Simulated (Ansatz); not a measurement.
Take BeSe in the zinc blende structure (space group F-43m, No. 216; a = 5.178 Å) as the base.

All numbers come from Ansatz (a program for electronic structure) PBE, spin-orbit coupling left out.

Strains are applied to the cell and any free atomic positions relax.

One change was made to it. Results:

```json
[
 {"quantity": "band gap", "base": "2.67 eV", "after": "2.70 eV"},
 {"quantity": "energy relative to the base (free energy F)", "base": "0 meV/atom", "after": "+0.9 meV/atom"},
 {"quantity": "electron mass", "base": "0.90 mₑ along k, 0.27 mₑ across (at X)", "after": "0.90 mₑ along k, 0.27 mₑ across (at X)"},
 {"quantity": "smallest direct gap", "base": "4.22 eV", "after": "4.12 eV"}
]
```

What was done to the base?
A) isotropic strain +1.00 %
B) isotropic strain +2.00 %
C) isotropic strain −1.00 %
D) isotropic strain +0.50 %

D, isotropic strain +0.50 %. For comparison, the energy relative to the base in the other runs: isotropic strain −1.00 % gives +3.8 meV/atom; isotropic strain +1.00 % gives +3.5 meV/atom; isotropic strain +2.00 % gives +14 meV/atom.

Masses are band curvatures over ±0.01 Å⁻¹ around the edge. Along k means along the line from Γ to the band edge. No phonon test of stability was made.
